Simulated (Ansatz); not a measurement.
Base system: BN in the wurtzite structure (space group P6_3mc, No. 186; a = 2.5410 Å, c = 4.2033 Å). Axes: x lies along a and z along c of the hexagonal cell.

The values are results of plane-wave PAW DFT at the PBEsol level (Ansatz, a quantum-chemistry and plane-wave program, 420 eV), no spin-orbit coupling, not measurements.

Base values:

The shortest interatomic distance is 1.559 Å and the smallest direct gap is 8.21 eV.

The change: uniaxial strain ε_zz = +1.20 %, all other strain components held at zero, atoms relaxed at fixed cell.

Predict the new shortest interatomic distance and smallest direct gap.

The shortest interatomic distance rises by 0.002 Å to 1.561 Å; the smallest direct gap falls by 0.10 eV to 8.11 eV.

Stability against distortions was not tested.
